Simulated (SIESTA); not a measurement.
**Several settings converged on ZrTiTe₄ (Pm, 6 atoms in the cell)**

```
CELL_PARAMETERS angstrom
      6.77217     0.00000     0.00000
      0.00000     3.91310     0.00000
     -0.01398     0.00000     6.84798
ATOMIC_POSITIONS crystal
  Zr 0.50001 0.50000 0.00730
  Ti 0.00000 0.00000 0.00000
  Te 0.84443 0.50000 0.24704
  Te 0.15557 0.50000 0.75296
  Te 0.32374 0.00000 0.25562
  Te 0.67626 0.00000 0.74438
```

Base method: GGA PBEsol, numerical atomic orbitals DZP, PseudoDojo PBEsol standard norm-conserving potentials (rewritten from UPF to PSML) (SIESTA).

Base settings: XC.functional = GGA; XC.authors = PBEsol; potentials = PseudoDojo PBEsol standard; PAO.BasisSize = DZP; PAO.EnergyShift = 0.01 Ry; MeshCutoff = 400 Ry; kgrid.MonkhorstPack = 3 4 3; OccupationFunction = MP; OccupationMPOrder = 0; ElectronicTemperature = 100 meV.

**Shifted k-point meshes**

Only quantities that move along the ladder and can be compared are tabulated.

```csv
kgrid.MonkhorstPack,free energy less the last step's (meV/atom),pressure (GPa),largest difference of a force vector from the last step's (eV/Å)
1 2 1 shifted by 0.5 0.5 0.5,-34.24,-2.71,0.168
2 2 2 shifted by 0.5 0.5 0.5,-92.20,-3.01,0.121
2 4 2 shifted by 0.5 0.5 0.5,-20.78,-2.82,0.080
3 5 3 shifted by 0.5 0.5 0.5,-2.63,-2.69,0.013
11 18 11 shifted by 0.5 0.5 0.5,0.00,-2.73,0.000
```

Coarsest kgrid.MonkhorstPack that holds the free energy within 5 meV/atom: not settled: the last two steps still differ by 2.6 meV/atom, over half the tolerance, so the ladder does not show it.

Coarsest kgrid.MonkhorstPack that holds the pressure within 0.2 GPa of the last step, with all finer ones: 2 4 2 shifted by 0.5 0.5 0.5; the step before is off by 0.28 GPa.

Coarsest kgrid.MonkhorstPack that holds the forces within 0.02 eV/Å: not settled: the last two steps still differ by 0.013 eV/Å, over half the tolerance, so the ladder does not show it.

**The k-point mesh at a smearing width of 0.05 eV**

In this ladder: ElectronicTemperature = 50 meV.

The second cell is the first with its lattice scaled by 0.98.

Only quantities that move along the ladder and can be compared are tabulated.

| kgrid.MonkhorstPack | free energy less the last step's (meV/atom) | energy of the compressed cell less the first (meV/atom) | pressure (GPa) | largest difference of a force vector from the last step's (eV/Å) |
|---|---|---|---|---|
| 2 3 2 | 28.76 | -11.20 | -2.78 | 0.160 |
| 3 4 3 | 4.23 | -11.53 | -2.80 | 0.091 |
| 4 6 4 | -3.73 | -11.68 | -2.82 | 0.032 |
| 6 9 6 | -0.87 | -10.89 | -2.74 | 0.013 |
| 8 14 8 | 0.00 | -10.78 | -2.73 | 0.000 |

Coarsest kgrid.MonkhorstPack that holds the energy of the compressed cell less the first within 0.5 meV/atom of the last step, with all finer ones: 6 9 6; the step before is off by 0.90 meV/atom.

Coarsest kgrid.MonkhorstPack that holds the free energy within 5 meV/atom of the last step, with all finer ones: 3 4 3; the step before is off by 29 meV/atom.

Coarsest kgrid.MonkhorstPack that holds the forces within 0.02 eV/Å: not settled: the last two steps still differ by 0.013 eV/Å, over half the tolerance, so the ladder does not show it.

The energy difference between the two cells stays within 1 meV/atom of the last step's from 2 3 2 on, the total only from 6 9 6 on: much of the error is common to both cells and cancels.

**The SCF threshold**

In this ladder: SCF.DM.Tolerance = default; SCF.DM.Converge = false; SCF.H.Converge = false; SCF.FreeE.Converge = true.

The mesh stays at the base's, so the ladder's end is converged at best in this setting alone.

Only quantities that move along the ladder and can be compared are tabulated.

| SCF.FreeE.Tolerance | largest difference of a force vector from the last step's (eV/Å) |
|---|---|
| 1.0E-01 eV | 0.012 |
| 1.0E-03 eV | 0.002 |
| 1.0E-05 eV | 0.002 |
| 1.0E-07 eV | 0.000 |

Coarsest SCF.FreeE.Tolerance that holds the forces within 0.01 eV/Å of the last step, with all finer ones: 1.0E-03 eV; the step before is off by 0.012 eV/Å.

On the base run: the starting cell comes from a database of computed structures (which also holds hypothetical and non-ambient phases and stackings), without a prior relaxation at this level. Its lattice was rescaled by up to half a per cent. One atom was moved a little off its site on purpose. Spin polarisation is off, so a magnetic state, if there is one, cannot be reached. Values carry the incompleteness of an atom-centred basis. Without a gap this mesh is coarse (it stands for a supercell whose shortest vector is 16 Å).

Left out of this page: 1 run of the series failed or unconverged.
